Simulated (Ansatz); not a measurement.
An Ansatz (a program for electronic structure) input (PBEsol-D3(BJ) in Ansatz (plane waves to 420 eV, PAW, without spin-orbit coupling)):

Ansatz 0.2 input:
```yaml
crystal:
  lattice:
    - [3.7385300144, 0, 0]
    - [-1.8692650072, 3.2376619653, 0]
    - [0, 0, 4.7740920842]
  atoms:
    - { symbol: Pt, position: [0, 0, 0] }
    - { symbol: Se, position: [0.3333333333, 0.6666666667, 0.2720132522] }
    - { symbol: Se, position: [0.6666666667, 0.3333333333, 0.7279867478] }
basis: { ecutwfc: 420, ecutrho_ratio: 4, xc_grid: 2, fft_grid_basis: typed }
kpoints: { mp_grid: { grid: [18, 18, 13] } }
hamiltonian:
  xc: pbesol
  dispersion: d3bj
  pseudopotentials: { kind: paw }
scf: { occupations: { method: fermi_dirac, width: 0.1 }, convergence: { dr2_threshold: 0.0000000003 } }
relax: { f_tol: 0.005, max_steps: 50 }
output: { forces: true, stress: true }
checkpoint: { write: state.ck, write_every: 1000 }
```

Which symmetry and how many k-points will the program report, and about how many plane waves at Γ?

Space group P-3m1 (ITA 164) with 12 operations, k-points 421 of 4212, and 1119 plane waves at Γ.

And the final pressure?

-1.76 GPa (compression positive).

The cells carry an imposed strain or load. Whether these cells are dynamically stable was not tested. The final runs are not spin-polarised. The cell was made from PtSe2 in the CdI2 type structure (space group P-3m1, No. 164; layered) by this change: uniaxial strain ε_zz = +3.00 %.
